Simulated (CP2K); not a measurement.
**Short convergence ladders for Ti (P-3m1, 2 atoms in the cell)**

```xyz
2
Lattice="2.9352 0.0000 0.0000 -1.4676 2.5420 0.0000 0.0000 0.0000 4.6566" Properties=species:S:1:pos:R:3 pbc="T T T"
Ti     0.0000     1.6947     1.2141
Ti     1.4676     0.8473     3.4924
```

Base method: LDA (Pade form), GPW, DZVP-MOLOPT-SR-GTH basis, GTH-PADE potentials (GTH_POTENTIALS) (CP2K).

Base settings: CUTOFF = 600 Ry; REL_CUTOFF = 50 Ry; SMEAR/METHOD = FERMI_DIRAC; ELECTRONIC_TEMPERATURE = 1160.45 K; KPOINTS/SCHEME = MONKHORST-PACK 6 6 3; GAMMA_CENTERED = T; XC_FUNCTIONAL = PADE; Ti/BASIS_SET = DZVP-MOLOPT-SR-GTH; Ti/POTENTIAL = GTH-PADE-q12; METHOD = GPW.

**The k-point mesh at a smearing width of 0.05 eV**

In this ladder: ELECTRONIC_TEMPERATURE = 580.23 K. Moved along: GAMMA_CENTERED.

The second cell is the first with its lattice scaled by 0.98.

Only quantities that move along the ladder and can be compared are tabulated.

| KPOINTS/SCHEME | free energy less the last step's (meV/atom) | energy of the compressed cell less the first (meV/atom) | pressure (GPa) | largest difference of a force vector from the last step's (eV/Å) |
|---|---|---|---|---|
| MONKHORST-PACK 5 5 3 | -1.70 | -31.06 | -8.09 | 0.027 |
| MONKHORST-PACK 6 6 3 | 12.92 | -26.12 | -7.40 | 0.014 |
| MONKHORST-PACK 7 7 4 | -1.49 | -29.96 | -7.92 | 0.013 |
| MONKHORST-PACK 8 8 5 | -1.09 | -30.16 | -7.96 | 0.009 |
| MONKHORST-PACK 10 10 5 | 0.02 | -30.85 | -8.04 | 0.001 |
| MONKHORST-PACK 12 12 7 | 0.00 | -30.20 | -7.96 | 0.000 |

Coarsest KPOINTS/SCHEME that holds the forces within 0.02 eV/Å of the last step, with all finer ones: MONKHORST-PACK 6 6 3; the step before is off by 0.027 eV/Å.

Coarsest KPOINTS/SCHEME that holds the free energy within 5 meV/atom of the last step, with all finer ones: MONKHORST-PACK 7 7 4; the step before is off by 13 meV/atom.

Coarsest KPOINTS/SCHEME that holds the pressure within 0.5 GPa of the last step, with all finer ones: MONKHORST-PACK 7 7 4; the step before is off by 0.55 GPa.

**The width of Gaussian smearing**

In this ladder: SMEAR/METHOD = GAUSSIAN; ELECTRONIC_TEMPERATURE = default; KPOINTS/SCHEME = MONKHORST-PACK 10 10 5.

Narrow widths need finer meshes than wide ones, so the last steps can hold mesh noise.

Only quantities that move along the ladder and can be compared are tabulated; pressure and forces are left out, as mesh noise rules them at narrow widths.

| SIGMA | free energy less the last step's (meV/atom) | energy extrapolated to zero width less the last step's (meV/atom) |
|---|---|---|
| 1 eV | -355.81 | 31.01 |
| 0.5 eV | -75.04 | 9.78 |
| 0.3 eV | -23.53 | 2.68 |
| 0.2 eV | -9.22 | 1.19 |
| 0.1 eV | -1.54 | 0.11 |
| 0.05 eV | 0.00 | 0.00 |

Widest SIGMA that holds the free energy within 5 meV/atom of the last step, with all finer ones: 0.1 eV; the step before is off by 9.2 meV/atom.

Widest SIGMA that holds the energy extrapolated to zero width within 2 meV/atom of the last step, with all finer ones: 0.2 eV; the step before is off by 2.7 meV/atom.

The extrapolation to zero width removes most of the smearing's effect on the energy.

**The width of cold smearing**

In this ladder: SMEAR/METHOD = MARZARI_VANDERBILT; ELECTRONIC_TEMPERATURE = default; KPOINTS/SCHEME = MONKHORST-PACK 10 10 5.

Narrow widths need finer meshes than wide ones, so the last steps can hold mesh noise.

Only quantities that move along the ladder and can be compared are tabulated; pressure and forces are left out, as mesh noise rules them at narrow widths.

| SIGMA | free energy less the last step's (meV/atom) |
|---|---|
| 1 eV | 3.45 |
| 0.5 eV | 6.32 |
| 0.3 eV | -0.22 |
| 0.2 eV | -0.38 |
| 0.1 eV | 0.27 |
| 0.05 eV | 0.00 |

Widest SIGMA that holds the free energy within 2 meV/atom of the last step, with all finer ones: 0.3 eV; the step before is off by 6.3 meV/atom.

On the base run: the starting cell has typed, rounded lattice constants, without a prior relaxation at this level. Its lattice was rescaled by up to half a per cent. One atom was moved a little off its site on purpose. Spin polarisation is off. Values carry the incompleteness of an atom-centred basis. In the base run, with a pressure of about -7 GPa the cell is away from its equilibrium volume at this level. Without a gap this mesh is coarse (it stands for a supercell whose shortest vector is 14 Å).

Left out of this page: 4 runs of the series outside the window shown, repeating another row's setting, or not comparable.
